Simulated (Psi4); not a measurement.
Psi4 1.11, MP2/def2-svp, freeze_core True: Cc1cc(S(=O)(=O)c2ccc(F)cc2)sc1C=O, 27 atoms. The geometry is a generated start, not checked to be a minimum at this level.

```yaml
task: energy
method: mp2
basis: def2-svp
freeze_core: true
scf_type: df (default)
guess: auto, which took SAD (default)
diis_max_vecs: 10 (default)
scf_initial_accelerator: adiis (default)
e_convergence: 1e-08 (default)
d_convergence: 1e-08 (default)
basis_functions: 305
```

On 4 threads. Build: conda-forge: OpenMP (LLVM), MKL, Libint2. Single runs; times are not shown.

Values of memory tried: 8 GB, 4 GB, 2 GB, 1 GB, 0.5 GB, 0.3 GB.

Q: Which of these memory settings still run, and by which path?

A: It runs down to 0.3 GB, the lowest tried, with the same result. At 8 GB: SCF: fitted integrals in core. From 0.5 GB down: SCF: fitted integrals on disk.

```
memory                           path  peak memory
------  -----------------------------  -----------
8 GB    SCF: fitted integrals in core      1.5 GiB
4 GB    SCF: fitted integrals in core      1.5 GiB
2 GB    SCF: fitted integrals in core      1.5 GiB
1 GB    SCF: fitted integrals in core      1.1 GiB
0.5 GB  SCF: fitted integrals on disk     0.67 GiB
0.3 GB  SCF: fitted integrals on disk     0.51 GiB
```

Peak memory is the kernel's count for the largest process, libraries included and scratch files not. The peak passes the setting at 1 GB, 0.5 GB, 0.3 GB: it is no hard cap.
